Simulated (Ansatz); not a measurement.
The parent structure is ZnS in the zinc blende structure (space group F-43m, No. 216; a = 5.443 Å). Axes: x, y, z lie along the cube axes.

The values are results of PBE (Ansatz, a first-principles code; PAW; 420 eV plane waves; scalar-relativistic without spin-orbit coupling), not measurements.

It is then changed as follows: every lattice vector is shortened by 2.50 %; the atoms relax in the strained cell.

Task: Predict the stress tensor and what it implies for the stiffness.

Result: Stress of the strained cell less that of the base (GPa, compression positive):
```
   6.25    0.00    0.00
   0.00    6.25    0.00
   0.00    0.00    6.25
```

Then B = −ΔP/(ΔV/V₀) with ΔV/V₀ = -0.0731 gives secant stiffness values (nonlinear terms included at this strain): B ≈ 85 GPa.

As a check, the harmonic strain energy −½ V₀ Δσ:ε is 29 meV/atom; the computed energy rise is 27 meV/atom.

Whether these cells are dynamically stable was not tested.
